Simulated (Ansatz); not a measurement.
Base system: SrTiO$_{3}$ in the cubic perovskite structure (space group Pm-3m, No. 221).

```
SrTiO3
1.0
    3.89108     0.00000     0.00000
    0.00000     3.89108     0.00000
    0.00000     0.00000     3.89108
Sr Ti O
1 1 3
Cartesian
  0.00000   0.00000   0.00000
  1.94554   1.94554   1.94554
  0.00000   1.94554   1.94554
  1.94554   1.94554   0.00000
  1.94554   0.00000   1.94554
```

Levels (all Ansatz, a program for electronic structure, PAW): PBEsol (420 eV, no SOC); r2SCAN (500 eV, spin-orbit coupling left out).

Its gap is 1.85 eV with PBEsol and 2.29 eV with r2SCAN.

Perturbation: a hydrostatic pressure of 7 GPa.

With PBEsol the gap becomes 1.91 eV.

### Question
If the r2SCAN correction stayed the same, what would the r2SCAN gap be, and what does the r2SCAN run give?

### Answer
A rigid correction of +0.44 eV gives 2.35 eV. The r2SCAN run gives 2.37 eV, so the two effects roughly add.

Single points use the geometry relaxed with PBEsol. Load acts through the strain it causes; cell and atoms are relaxed under it. No phonon test of stability was made. No other phases were tried under pressure. The final runs are not spin-polarised. Many cubic perovskites are stable only at high temperature; tilts and polar distortions were not tested.
